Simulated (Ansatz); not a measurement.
# LaMoN3 (space group R3c, No. 161; a cell from a computed database, its experimental status unchecked)

LaMoN3 is taken in the trigonal space group R3c, hexagonal axes (No. 161), Pearson symbol hR10. Cell: a = b = 5.6503 Å, c = 13.7753 Å, α = β = 90.00°, γ = 120.00°. La on 6a has 6 N at 2.536–2.611 Å and 6 N at 3.063–3.141 Å. Mo on 6a has 3 N at 1.862 Å and 3 N at 2.206 Å (octahedral). N on 18b is surrounded by 1 Mo at 1.862 Å and 1 Mo at 2.206 Å and 2 La at 2.536–2.611 Å and 2 La at 3.063–3.141 Å. (Neighbours: up to the widest gap in distance over summed covalent radii, below 1.35, at either atom; cation-cation and far metal-metal contacts left out.)
(The calculation used a cell of 10 atoms; values per cell refer to that cell.)

All numbers come from Kohn–Sham DFT with the PBEsol functional, run in Ansatz (a quantum-chemistry and plane-wave program) with PAW and 420 eV plane waves, no SOC. k-mesh 7×7×7 (Γ-centred); smearing 0.05 eV (Fermi–Dirac).

Volume per atom: 12.70 Å³
Density: 7.24 g/cm³
Band gap: 1.07 eV, indirect, F → k = (0, 0.143, 0.143) in the run's primitive reciprocal basis
Electron mass: 0.48 mₑ along k, 1.0 mₑ across
Total energy: -2439.856 eV/atom (σ→0; compares only within this code and set-up)

Effective masses come from finite differences of ±0.01 Å⁻¹. Along k means along the line from Γ to the band edge. Whether these cells are dynamically stable was not tested.
